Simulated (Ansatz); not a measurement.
Consider Al$_{2}$O$_{3}$ in the corundum structure (space group R-3c, No. 167; a = 4.774 Å, c = 13.015 Å (hexagonal axes)). Axes: x lies along a and z along c of the hexagonal cell.

Method: PBEsol/PAW in Ansatz (a program for electronic structure), no SOC.

Strains are applied to the cell and any free atomic positions relax.

One change was made to it. Results:

| quantity | base | after |
|---|---|---|
| electron mass | 0.40 mₑ along c, 0.37 mₑ across (at Γ) | 0.40 mₑ along z, 0.37 mₑ across (at Γ) |
| energy relative to the base (free energy F) | 0 meV/atom | +0.7 meV/atom |
| band gap | 6.03 eV | 6.13 eV |

Problem. Which of these changes matches the shifts?
(A) uniaxial strain ε_xx = −0.75 %
(B) uniaxial strain ε_xx = −1.50 %
(C) uniaxial strain ε_xx = −2.25 %

Solution. A, uniaxial strain ε_xx = −0.75 %. For comparison, the band gap in the other runs: uniaxial strain ε_xx = −2.25 % gives 6.26 eV; uniaxial strain ε_xx = −1.50 % gives 6.20 eV.

Effective masses come from finite differences of ±0.01 Å⁻¹. Stability against distortions was not tested.
